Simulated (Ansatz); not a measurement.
The reference is CdS in the zinc blende structure (space group F-43m, No. 216).

```yaml
crystal:
  lattice:
    - [0.00000, 2.93884, 2.93884]
    - [2.93884, 0.00000, 2.93884]
    - [2.93884, 2.93884, 0.00000]
  atoms:
    - { symbol: Cd, position: [0.00000, 0.00000, 0.00000] }
    - { symbol: S, position: [0.25000, 0.25000, 0.25000] }
```

Cartesian axes are those of the cell as printed.

Calculations: plane-wave PAW DFT at the r2SCAN level (Ansatz, a program for electronic structure, 500 eV), spin-orbit coupling left out.

Base values:

| Item | Result |
|---|---|
| Volume per atom | 25.38 Å³ |

One thing is altered: compressive biaxial strain of 2.50 % in the plane normal to [001], as in epitaxy on a mismatched substrate; the out-of-plane cell vector and the atoms relax.

### Question
How does this affect the energy relative to the base and volume per atom?

### Answer
The energy rises by 4.9 meV/atom; the volume per atom drops by 0.38 Å³ (25.38 Å³ → 25.00 Å³).

No phonon test of stability was made.
